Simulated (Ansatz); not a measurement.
## Point defect Ru_Hf in monoclinic HfO2

Computed with PBE, PAW (plane waves to 420 eV; Ansatz, a program for electronic structure). A 2×2×2 supercell of 96 sites was used; the energies come from a 2×2×2 shifted sampling of its zone. Site at the start: the Hf site. Charged cells carry a point-charge image correction with potential alignment at far atoms. Dielectric constants: PBE linear response of the host. Host gap at this level: 4.04 eV. Finite-size and sampling errors can reach tenths of an eV here. The semilocal functional narrows the gap, so deep levels can fall outside it. Spin–orbit coupling is left out, which matters for these heavy elements. Each state is the lowest found from its start.

| charge | moment (μB) | point group | largest move off a lattice site (Å) | image correction with alignment (eV) | above the lowest spin state (eV) |
|---|---|---|---|---|---|
| +1 | 3.0 | C1 | 0.30 | -0.05 | 0.00 |
| +1 | 3.0 | C1 | 0.30 | -0.05 | 0.00 |
| 0 | 2.0 | C1 | 0.23 | 0.00 | 0.00 |
| 0 | not spin-polarised | C1 | 0.13 | 0.00 | 0.24 |
| −1 | 1.0 | C1 | 0.22 | 0.21 | 0.00 |
| −1 | 1.0 | C1 | 0.22 | 0.21 | 0.00 |

Point groups are those of the whole cell at tolerances of 0.03 and 0.1 Å ("near" where only the looser one holds); none is given for unsettled states.

Starting moments that weren't kept: charge +1 began with 1 μB and ended with 3.0; charge 0 began with 4 μB and ended with 2.0; charge −1 began with 5 μB and ended with 1.0.

Transition levels above the valence-band maximum: ε(+1/0) = 1.17 eV; ε(0/−1) = 1.93 eV. On the lower envelope of the bound states, inside the gap: (+1/0) at 1.17 eV; (0/−1) at 1.93 eV.

Flagged in the runs: a host whose relaxation on this sampling wasn't shown to rest, a strain field that reaches the edge of the cell.

All states together cost very roughly 11 core-hours.
